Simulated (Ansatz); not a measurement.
The starting structures come from a database of crystals and need not be the phases stable at ambient conditions.

 Where the default PAW files enter, the runs use the earlier of Ansatz's two default sets.

Tunnelling through a barrier is set by its complex band structure: the current falls as exp(−2κd) with the smallest κ.

Given:

```yaml
crystal:
  lattice:
    - [4.07019, 0.00000, 0.00000]
    - [0.00000, 4.18471, 0.00000]
    - [0.00000, 0.00000, 3.99038]
  atoms:
    - { symbol: Ba, position: [0.50000, 0.41746, 0.50000] }
    - { symbol: Ti, position: [0.00000, 0.89996, 0.00000] }
    - { symbol: O, position: [0.50000, 0.93578, 0.00000] }
    - { symbol: O, position: [0.00000, 0.93578, 0.50000] }
    - { symbol: O, position: [0.00000, 0.45103, 0.00000] }
```

Space group of this cell: Pmm2. The cell is strained (lengths across the current scaled by 1.02, ions clamped); by r2SCAN its mean pressure is -7.7 GPa.

Transport runs along the normal of the first two printed cell vectors.

The gap is the functional's own, uncorrected, and κ follows it; spin-orbit coupling is left out. Mid-gap values are interpolated between the computed energies.

Question: Compute, with r2SCAN run with Ansatz (a quantum-chemistry and plane-wave program), the band gap and the smallest decay constant κ at mid-gap.

Answer: Gap 2.09 eV on a 8×8×8 mesh; κ = 0.280 1/Å, at the zone centre.
